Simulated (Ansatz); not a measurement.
The starting structures come from a database of crystals and need not be the phases stable at ambient conditions.

 Where the default PAW files enter, the runs use the earlier of Ansatz's two default sets.

```xyz
12
Lattice="4.8259 0.0000 0.0000 0.0000 7.6541 0.0000 0.0000 0.0000 4.8259" Properties=species:S:1:pos:R:3 pbc="T T T"
Te     4.6944     0.0000     0.1315
Te     2.2814     1.9135     2.2814
Te     0.1315     3.8271     4.6944
Te     2.5444     5.7406     2.5444
O      4.1527     6.2402     1.2544
O      1.1585     0.4996     1.7398
O      0.6732     2.4131     3.5714
O      3.6674     4.3267     3.0861
O      3.0861     7.1546     3.6674
O      1.2544     5.2410     4.1527
O      1.7398     3.3275     1.1585
O      3.5714     1.4139     0.6732
```

Space group of this cell: P4_32_12. The cell is taken as given.

The current runs along the normal of the first two printed vectors, the (100) plane. All runs by Ansatz (a program for electronic structure), plane waves and PAW, without spin-orbit coupling; the base is r2SCAN.

| run | mean pressure (GPa) | gap (eV) | mid-gap κ (1/Å) |
|---|---|---|---|
| base | 0.4 | 3.52 | 0.415 |
| all lengths scaled by 0.98 | 10.9 | [?] | [?] |
| all lengths scaled by 1.02 | -7.4 | 3.26 | 0.395 |
| lda in place of r2scan | -2.2 | 3.04 | 0.389 |
| lengths across the current scaled by 0.98, ions clamped | 7.5 | [?] | [?] |
| lengths across the current scaled by 1.02, ions clamped | -5.3 | 3.32 | 0.405 |
| lengths along the current scaled by 0.97, ions clamped | 4.8 | 3.59 | 0.433 |
| lengths along the current scaled by 1.03, ions clamped | -3.3 | 3.39 | 0.399 |
| pbesol in place of r2scan | 1.6 | [?] | [?] |

Task: Complete the blanks.

Result: 
- all lengths scaled by 0.98, gap (eV): 3.76
- all lengths scaled by 0.98, mid-gap κ (1/Å): 0.437
- lengths across the current scaled by 0.98, ions clamped, gap (eV): 3.68
- lengths across the current scaled by 0.98, ions clamped, mid-gap κ (1/Å): 0.425
- pbesol in place of r2scan, gap (eV): 3.05
- pbesol in place of r2scan, mid-gap κ (1/Å): 0.387
